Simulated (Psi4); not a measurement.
Psi4 1.11, PBE0/def2-svp, scf_type pk: Zr(I)3(OH) ([OH][Zr]([I])([I])[I]), 6 atoms. The geometry is a generated start, not checked to be a minimum at this level.

| Quantity | Value |
|---|---|
| task | energy |
| method | pbe0 |
| basis | def2-svp |
| memory | 7 GB |
| e_convergence | 1e-08 |
| d_convergence | 1e-07 |
| guess | auto, which took SAD (default) |
| diis_max_vecs | 10 (default) |
| scf_initial_accelerator | adiis (default) |
| dft_radial_points | 75 (default) |
| dft_spherical_points | 302 (default) |
| effective core potentials | those of the basis set, past Kr |
| basis functions | 128 |
| grid points | 129795 |

```xyz
6

Zr     0.1749    -0.1043    -0.0149
I      2.3622     0.7510    -1.5074
I      1.2905    -1.1020     2.3337
I     -0.7582    -2.3486    -1.3757
O     -1.1445     1.1302     0.2233
H     -1.9250     1.6738     0.3411
```

The reference run uses exact four-centre integrals (scf_type = pk). Single runs; times are not shown.

Settings tried, all else as in the reference:
- scf_type = mem_df
- scf_type = cd, cholesky_tolerance = 1e-05
- scf_type = dfdirj+link
- scf_type = cd, cholesky_tolerance = 0.001
- scf_type = dfdirj+cosx, cosx_radial_points_final = 25, cosx_spherical_points_final = 50
- scf_type = cd, cholesky_tolerance = 1e-06
- scf_type = dfdirj+snlink
- scf_type = dfdirj+cosx, cosx_radial_points_final = 50, cosx_spherical_points_final = 194
- scf_type = cd, cholesky_tolerance = 0.0001 (default)
- scf_type = dfdirj+cosx, cosx_radial_points_final = 75, cosx_spherical_points_final = 302
- scf_type = dfdirj+cosx

Which settings reproduce the reference to 0.10 meV/atom in energy?

Within it: scf_type = cd, cholesky_tolerance = 1e-06. At the edge (between 0.75 and 1.33 times the tolerance): scf_type = mem_df. Outside: scf_type = dfdirj+cosx, cosx_radial_points_final = 75, cosx_spherical_points_final = 302; scf_type = dfdirj+snlink; scf_type = dfdirj+link; scf_type = dfdirj+cosx, cosx_radial_points_final = 50, cosx_spherical_points_final = 194; scf_type = cd, cholesky_tolerance = 1e-05; scf_type = dfdirj+cosx; scf_type = cd, cholesky_tolerance = 0.0001 (default); scf_type = dfdirj+cosx, cosx_radial_points_final = 25, cosx_spherical_points_final = 50; scf_type = cd, cholesky_tolerance = 0.001.

```
setting                                                                                   energy against the reference
----------------------------------------------------------------------------------------  ----------------------------
scf_type = cd, cholesky_tolerance = 1e-06                                                             −0.0096 meV/atom
scf_type = mem_df                                                                                       −0.10 meV/atom
scf_type = dfdirj+cosx, cosx_radial_points_final = 75, cosx_spherical_points_final = 302                −0.22 meV/atom
scf_type = dfdirj+snlink                                                                                −0.24 meV/atom
scf_type = dfdirj+link                                                                                  −0.25 meV/atom
scf_type = dfdirj+cosx, cosx_radial_points_final = 50, cosx_spherical_points_final = 194                −0.30 meV/atom
scf_type = cd, cholesky_tolerance = 1e-05                                                               −0.31 meV/atom
scf_type = dfdirj+cosx                                                                                  −0.34 meV/atom
scf_type = cd, cholesky_tolerance = 0.0001 (default)                                                    +0.83 meV/atom
scf_type = dfdirj+cosx, cosx_radial_points_final = 25, cosx_spherical_points_final = 50                   +10 meV/atom
scf_type = cd, cholesky_tolerance = 0.001                                                                 +18 meV/atom
```

Total energies are compared; such shifts often cancel in part in energy differences. The DFDIRJ builders fit J, which adds its shift to that of exchange. Psi4 runs the final COSX grid once, on the density of the start grid. No test of the SCF solution's stability was run. Also tried and not ranked: scf_type = direct (same energy as a listed run); scf_type = cd, cholesky_tolerance = 0.01 (possibly another state). The tolerance is a choice made for this comparison.
